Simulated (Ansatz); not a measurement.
Start from TeO2 in the fluorite structure (space group Fm-3m, No. 225; a = 5.3234 Å; a hypothetical phase, not in the database extracts checked).

Modification: cell and atoms relaxed at a pressure of 1.8 GPa.

Levels (all Ansatz, a quantum-chemistry and plane-wave program, PAW, earlier PAW set): PBEsol (420 eV, scalar-relativistic without spin-orbit coupling); r2SCAN (500 eV, spin-orbit coupling left out); HSE06 (420 eV, scalar-relativistic without spin-orbit coupling); PBEsol+SOC (420 eV, with spin-orbit coupling); HSE06+SOC (420 eV, spin-orbit coupling included).

At the geometry relaxed with PBEsol, these levels gave the following band gaps, in shuffled order: (a) 1.62 eV, (b) 1.00 eV, (c) 0.72 eV, (d) 0.67 eV, (e) 1.56 eV.

**Question.** Match each gap to its level.

**Answer.** (a) HSE06; (b) r2SCAN; (c) PBEsol; (d) PBEsol+SOC; (e) HSE06+SOC.

Single points use the geometry relaxed with PBEsol. HSE06 was sampled on its mesh, a few special points and the semilocal edge points, so its gap is an upper bound. The spin-orbit shifts are approximate. With Te present, leaving out spin-orbit coupling can change the band edges. Load acts through the strain it causes; cell and atoms are relaxed under it. Stability against distortions was not tested.
